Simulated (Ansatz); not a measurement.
Amorphous In₁₈Ga₁₈Zn₁₈O₇₂, 126 atoms at 5.79 g/cm³, one PBE-relaxed geometry, zone centre. Methods: PBE, scalar-relativistic without spin-orbit coupling (Ansatz, an electronic-structure program); r2SCAN, scalar-relativistic without spin-orbit coupling (Ansatz). Plane waves to 420 eV (r2SCAN 500 eV). At PBE the levels at the filled edge of the gap are localised (band-tail or defect states). All rungs ran without spin polarisation.

The cell was made by melting and quenching with the CHGNet potential and then relaxed with DFT. O atoms were pushed apart under 1.9 Å during the dynamics, to hinder bonds among them. The hot cell started wider than the set density and was brought back towards it in steps. It is the lowest in DFT energy of 4 quenches. It is a model cell: composition and starting density were chosen by hand, and all elements were melted together. No dispersion term was used. Its density started from a set value of 6.01 and ended at 5.79 g/cm³. Cooling (nominally 170 K/ps over its main leg) ran many orders faster than in experiment, which tends to leave more defects and strain. A cell of this size samples the disorder only roughly. Volume and shape were free in the relaxation.

The relaxation ran on the zone centre alone. At PBE the level gap is 0.68 eV on a 2×2×2 Γ-centred mesh, and the spacing at the zone centre alone 0.69 eV.

Problem. What zone-centre spacing does r2SCAN give, roughly?

Solution. 1.13 eV (+0.44 eV against PBE).

The highest filled and the lowest empty state spread over these numbers of atoms (participation numbers): PBE: 8.3 and 111.7; r2SCAN: 15.8 and 109.5.
